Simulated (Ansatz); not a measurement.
PBE against PBEsol: hypothetical Pm-3n AlN, pressure 5 GPa

Take AlN (space group Pm-3n, No. 223; a = 5.3724 Å; a hypothetical phase, not in the database extracts checked) as the base.

(Cell as relaxed with PBE.)

Levels (all Ansatz, an electronic-structure program, PAW): PBE (420 eV, without spin-orbit coupling); PBEsol (420 eV, no spin-orbit coupling).

Each level relaxes its own structure.

```tsv
base	PBE	PBEsol
volume per atom	12.92 Å³	12.72 Å³
lattice parameter a	5.372 Å	5.344 Å
band gap	2.64 eV	2.54 eV
```

One thing is altered: a hydrostatic pressure of 5 GPa.

| quantity | PBE | PBEsol |
|---|---|---|
| band gap | 2.71 eV | 2.60 eV |
| volume per atom | 12.54 Å³ | 12.35 Å³ |
| gap character | direct at Γ | direct at Γ |

PBE's band gap lies 0.103 eV above PBEsol's; PBE's volume per atom lies 0.19 Å³ above PBEsol's (1.5 %); the two agree on the gap character. Neither level is exact; PBEsol is the comparison here, not a measurement.

Load acts through the strain it causes; cell and atoms are relaxed under it. No phonon test of stability was made. No other phases were tried under pressure.
